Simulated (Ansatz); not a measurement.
## A self-consistent single point of CaIn (Pm-3m, 2 atoms in the cell) with Ansatz

Method of the run: PBEsol, default PAW files made with PBE (plane waves; Ansatz, a program for electronic structure).

Input as run:

Ansatz 0.2 input:
```yaml
# CaIn
crystal:
  lattice:
    - [3.872964, 0.000000, 0.000000]
    - [0.000000, 3.872964, 0.000000]
    - [0.000000, 0.000000, 3.872964]
  atoms:
    - { symbol: Ca, position: [0.000000, 0.000000, 0.000000] }
    - { symbol: In, position: [0.500000, 0.500000, 0.500000] }
basis:
  ecutwfc: 420.0
kpoints:
  mp_grid:
    grid: [6, 6, 6]
hamiltonian:
  xc: pbesol
  pseudopotentials:
    kind: paw
scf:
  occupations:
    method: fermi_dirac
    width: 0.1
output:
  forces: true
  eigenvalues: true
  stress: true
```

The program printed (abridged):

```
WARN ansatz: RAYON_NUM_THREADS=1 ignored (pool sized by the plan → 1); use --threads N
Pseudopotentials: kind: paw
Pseudopotential: Ca, paw, valence charge 10
Pseudopotential: In, paw, valence charge 13
Crystal: 2 atoms, lattice volume = 58.094 Å³
Basis set: ecut = 420 eV, 1141 PW (Γ), exchange–correlation on 54×54×54 points (8 copies of the dense FFT grid, shifted against one another)
Bands: 16, of which v1, the nominal top of the filled ones, is band 12 counted from 1 (11 counted from 0)
Symmetry: 48 space group operations
Space group: Pm-3m (ITA 221), of the structure as read, at distance tolerance 3.9e-5 Å
k-points: 20 of 216
PAW frozen core: Ca, regenerated for the run's functional, and the local potential with it
PAW frozen core: In, regenerated for the run's functional, and the local potential with it
Initial density: superposition of atomic densities (neutral atoms: chi_scale 0, normalization atom), corrected by the library's trained network
Initial wavefunctions: pseudopotential atomic-orbital guess
Eigensolver: davidson
Functional: x = pbesol(κ = 0.804, μ = 0.12345679012345678), c = pbesol(β = 0.046)
SCF iter   1: F=—  HF=-7320.158572 eV  |F-HF|=—  |Δ(HF+E_count)|=         —  Δρ=3.42e-3  dr2=6.04e-3  ethr=1.77e-3  ⟨swp⟩=6.2  Hψ=1854  notcnv=0
all-band conjugate gradients solve this SCF's bands
preconditioner: auto → Kerker (q_TF=auto, 2.338 Å⁻¹)
SCF iter   2: F=—  HF=-7320.157015 eV  |F-HF|=—  |Δ(HF+E_count)|=   1.56e-3  Δρ=1.34e-3  dr2=1.07e-3  ethr=2.63e-5  ⟨swp⟩=2.4  Hψ=695  notcnv=0
SCF iter   3: F=—  HF=-7320.156584 eV  |F-HF|=—  |Δ(HF+E_count)|=   4.30e-4  Δρ=3.15e-4  dr2=7.15e-5  ethr=4.63e-6  ⟨swp⟩=2.0  Hψ=516  notcnv=0
SCF iter   4: F=—  HF=-7320.156560 eV  |F-HF|=—  |Δ(HF+E_count)|=   2.40e-5  Δρ=8.57e-5  dr2=4.38e-6  ethr=3.11e-7  ⟨swp⟩=2.0  Hψ=560  notcnv=0
SCF iter   5: F=—  HF=-7320.156559 eV  |F-HF|=—  |Δ(HF+E_count)|=   1.72e-6  Δρ=3.55e-5  dr2=6.22e-7  ethr=1.90e-8  ⟨swp⟩=2.3  Hψ=519  notcnv=0
SCF iter   6: F=-7320.156559 eV  HF=-7320.156559 eV  |F-HF|=1.78e-8  |Δ(HF+E_count)|=   1.47e-8  Δρ=8.08e-6  dr2=5.85e-8  ethr=4.35e-10  ⟨swp⟩=5.2  Hψ=1347  notcnv=0
SCF 1 converged in 6 iterations: F = -7320.156559 eV  dr2 = 5.85e-8
SCF converged after 6 iterations
Free energy (F): -7320.156559 eV
Harris-Foulkes:  -7320.156559 eV  (|F-HF|=1.78e-8)
Internal energy: -7320.115759 eV  (E = F + TS)
E sigma→0 (E₀):  -7320.136159 eV
Entropy (-TS):   -0.040800 eV (-20.400 meV/atom)
Fermi energy:    8.377029 eV
--- Per-component energies (eV) ---
  E_band       = -183.986309
  E_kinetic    = 519.479611
  E_local      = -1893.456718  (includes V_loc(G=0)·N_el)
  E_nonlocal   = 431.416149
  E_hartree    = 696.510901
  E_xc         = -349.357395
  E_vxc        = -270.135147  (∫ρ·V_xc dr)
  E_paw        = -4918.609452  (= ΣΔE_a)
  E_vpaw       = -364.318061  (= ΣTr[D̂ρ^β])
  E_aug_tail   = 0.000019  (compensation charges beyond the density's cutoff)
  E_ewald      = -1806.453570
  E_core_change = 0.354697  (= ΣΔE_core)
  E_smearing   = -0.040800  (= −TS)
  E_closure    = 0.000000  (closes the sum)
  Σ components = -7320.156559   (vs F -7320.156559, Δ=0.00e0)
--- Forces (eV/Å), atoms counted from 1 ---
  atom   1  Ca     0.00000000     0.00000000     0.00000000
  atom   2  In    -0.00000000    -0.00000000     0.00000000
  max |Σ_I F_I| component: 6.11e-30 eV/Å
--- Stress (GPa, compression-positive) ---
       -1.991697       0.000000       0.000000
        0.000000      -1.991697      -0.000000
        0.000000      -0.000000      -1.991697
  P = ⅓ Tr σ = -1.9917 GPa (-19.917 kbar)
  The stress holds the Pulay correction. Without it, at fixed plane waves, as pw.x and ABINIT print it: P = -2.0065 GPa
--- Band table (eV; the first three rows and the last of 20) ---
  k-point 0: bands = ["-32.9676", "-14.0310", "-14.0310", "-14.0310", "-6.0711", "-6.0711", "-6.0025", "-6.0025", "-6.0025", "0.8655", "9.4014", "9.4014", "11.0878", "11.0878", "11.0878", "12.2759"]
  k-point 1: bands = ["-32.9662", "-14.0557", "-14.0293", "-14.0293", "-6.0691", "-6.0473", "-6.0081", "-6.0081", "-6.0014", "1.1551", "8.2345", "9.5098", "10.6372", "10.6372", "11.1285", "12.2880"]
  k-point 2: bands = ["-32.9632", "-14.1045", "-14.0258", "-14.0258", "-6.0651", "-6.0194", "-6.0194", "-5.9996", "-5.9993", "1.9577", "6.1341", "9.7570", "10.1239", "10.1239", "12.0723", "12.3127"]
  k-point 19: bands = ["-32.9506", "-14.1042", "-14.1042", "-14.1042", "-6.0541", "-6.0541", "-6.0541", "-5.9188", "-5.9188", "5.6351", "6.8876", "6.8876", "6.8876", "11.5568", "11.5568", "11.5568"]
```

The run converged in 6 iterations.

The starting cell comes from a database of computed structures (which also holds hypothetical and non-ambient phases and stackings), without a prior relaxation at this level. Its lattice was rescaled by a random factor within 2.5 % of one. Ansatz's pressure includes its estimate of the finite-basis (Pulay) stress.
